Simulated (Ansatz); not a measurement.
We consider Al₂Cu (I4/mcm, No. 140), described by PBE-D4 (Ansatz, a program for electronic structure, PAW).

Numerical settings: plane-wave cutoff 520 eV, 14×14×14 k mesh, Fermi–Dirac smearing 0.05 eV, no spin polarisation, scalar-relativistic PAW data made under PBE.

Results at a series of volumes:

```json
[
 {"V (Å³/atom)": "13.748", "E − E_lowest (meV/atom)": "8.54"},
 {"V (Å³/atom)": "14.034", "E − E_lowest (meV/atom)": "2.05"},
 {"V (Å³/atom)": "14.321", "E − E_lowest (meV/atom)": "0.00"},
 {"V (Å³/atom)": "14.607", "E − E_lowest (meV/atom)": "1.92"},
 {"V (Å³/atom)": "14.894", "E − E_lowest (meV/atom)": "7.40"}
]
```

### Question
Fit the third-order Birch–Murnaghan equation and give B0 and B′.

### Answer
V0 = 14.321 Å³/atom, B0 = 111 GPa, B′ = 4.5 (fit to the energies at full precision).

Shape and atoms are relaxed at each volume.

Measured, for comparison: equilibrium volume per atom 14.78 Å³/atom (temperature not stated, no zero-point or thermal correction, from a published cell, temperature and pressure not stated; as tabulated in James B. Friauf, Journal of the American Chemical Society 49, 3107 (1927)). Computed less measured: equilibrium volume per atom -3.1 %.

The computed numbers hold no vibrational or temperature effects.

It cost about 8 core-minutes (a rough figure) of CPU time.
